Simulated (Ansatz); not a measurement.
Here is the system:

```
CELL_PARAMETERS angstrom
      3.08878     0.00000     0.00000
     -1.54439     2.67496     0.00000
      0.00000     0.00000     4.85428
ATOMIC_POSITIONS crystal
  Al 0.33333 0.66667 0.99804
  Al 0.66667 0.33333 0.49804
  N  0.33333 0.66667 0.38396
  N  0.66667 0.33333 0.88396
```

No spin polarisation.

Calculations: LDA (Ansatz, a program for electronic structure; PAW; 420 eV plane waves; spin-orbit coupling left out). Settings: 12×12×7 k-points, 0.05 eV Fermi–Dirac smearing.

**Question.** What electron mass does the calculation give?

**Answer.** 0.32 mₑ (at Γ).

**Question.** What gap character does the calculation give?

**Answer.** Direct at Γ.

**Question.** Predict the band gap.

**Answer.** 4.47 eV.

**Question.** Predict the stress (xx, yy, zz, yz, xz, xy; compression positive).

**Answer.** (2.22, 2.22, 6.57, 0.00, 0.00, 0.00) GPa.

The cells carry an imposed strain or load. Effective masses come from finite differences of ±0.01 Å⁻¹. No phonon test of stability was made. The cell was made from AlN in the wurtzite structure (space group P6_3mc, No. 186) by this change: uniaxial strain ε_zz = −1.80 %.
